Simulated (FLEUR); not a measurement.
Band structure of MgAu (Pm-3m, 2 atoms in the cell).

```
CELL_PARAMETERS angstrom
      3.23851     0.00000     0.00000
      0.00000     3.23851     0.00000
      0.00000     0.00000     3.23851
ATOMIC_POSITIONS crystal
  Mg 0.50000 0.50000 0.50000
  Au 0.00000 0.00000 0.00000
```

Method of the run: PBEsol, all-electron FLAPW (FLEUR), scalar-relativistic valence in FLEUR.

Settings: Kmax = 4.1 1/bohr; GmaxXC = 16.4 1/bohr; xcFunctional = PBEs; jspins = 1; l_soc = F; mode = hist; fermiSmearingEnergy = 0.00367493 Htr; mesh (inpgen div1-3) = 7 7 7; inpgen gamma flag = false; Gmax = 16.4 1/bohr; numbands = 0; maxIterBroyd = 15; imix = Anderson; alpha = 0.05.

The starting cell comes from a database of computed structures (which also holds hypothetical and non-ambient phases and stackings), without a prior relaxation at this level. Its lattice was rescaled by a random factor within 2.5 % of one. Spin-orbit coupling is off. Values depend on the basis (sphere radii, cutoffs, local orbitals), which need not be converged.

Levels in eV from the Fermi level, bands 10 to 17:
```csv
point,10,11,12,13,14,15,16,17
Γ,-6.01,-4.17,-4.17,-4.17,5.39,5.39,5.39,8.92
X,-4.90,-4.90,-4.43,-4.08,-2.64,7.39,8.54,8.54
M,-4.79,-4.79,-3.42,-1.46,-1.46,-0.64,4.03,11.55
R,-6.10,-3.38,-3.38,1.87,1.87,1.87,2.59,4.87
```
